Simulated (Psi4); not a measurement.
Psi4 1.11, unrestricted HF/def2-svpd: [CH2]C(N)=O, charge 0, multiplicity 2, 8 atoms. The geometry is a generated start, not checked to be a minimum at this level.

```yaml
task: energy
method: scf
basis: def2-svpd
memory: 3 GB
maxiter: 100
keys_of_the_molecule_block: symmetry c1
scf_type: df (default)
guess: auto, which took SAD (default)
scf_initial_accelerator: adiis (default)
e_convergence: 1e-06 (default)
d_convergence: 1e-06 (default)
basis_functions: 115
```

```xyz
8

C      1.1061    -0.3496     0.3337
C      0.0537     0.5303    -0.0667
N     -1.1276    -0.0824    -0.4180
O      0.1762     1.7484    -0.1367
H      2.0566     0.0704     0.6028
H      0.9672    -1.4143     0.3912
H     -1.9156     0.5249    -0.5745
H     -1.3166    -1.0277    -0.1318
```

Charge 0 and multiplicity 2 are set for this test and not shown to be the ground state.

One run each on 2 threads. Values of diis_max_vecs tried: 3, 6, 10 (default), 20.

Problem. Predict the course of the SCF iterations along this series.

Solution. Fewest SCF iterations, within one of each other: 10 (default) with 13, 20 with 13. The count rises to 20 at 3. All converge to one solution.

```
diis_max_vecs  SCF iterations            end
-------------  --------------  -------------
3                          20  same solution
6                          15  same solution
10 (default)               13  same solution
20                         13  same solution
```
